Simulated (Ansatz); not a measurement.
ZnO: response to strain

Consider ZnO in the wurtzite structure (space group P6_3mc, No. 186; a = 3.235 Å, c = 5.211 Å). Axes: x lies along a and z along c of the hexagonal cell.

Strains are applied to the cell and any free atomic positions relax; under biaxial strain the out-of-plane vector relaxes too; under stress the whole cell relaxes.

Levels (all Ansatz, a first-principles code, PAW, earlier PAW set): r2SCAN (500 eV, no SOC); HSE06 (420 eV, spin-orbit coupling left out).

Band gaps by level, all at the geometries relaxed with r2SCAN:

| case | r2SCAN | HSE06 |
|---|---|---|
| base | 1.23 eV | 2.52 eV |
| biaxial strain +4.48 %, plane normal [001], relaxed out of plane | 1.26 eV | 2.51 eV |
| isotropic strain −2.94 % | 1.36 eV | (withheld) |
| uniaxial strain ε_zz = +1.05 % | 1.21 eV | (withheld) |
| uniaxial strain ε_zz = +1.38 % | 1.20 eV | (withheld) |
| uniaxial stress, 3 GPa tension along x | 1.20 eV | (withheld) |

**Question.** What belongs in the blanks?

**Answer.** 
- isotropic strain −2.94 %, HSE06: 2.71 eV
- uniaxial strain ε_zz = +1.05 %, HSE06: 2.49 eV
- uniaxial strain ε_zz = +1.38 %, HSE06: 2.47 eV
- uniaxial stress, 3 GPa tension along x, HSE06: 2.48 eV

Single points use the geometry relaxed with r2SCAN. Beyond what the load breaks, stability against distortions was not tested.
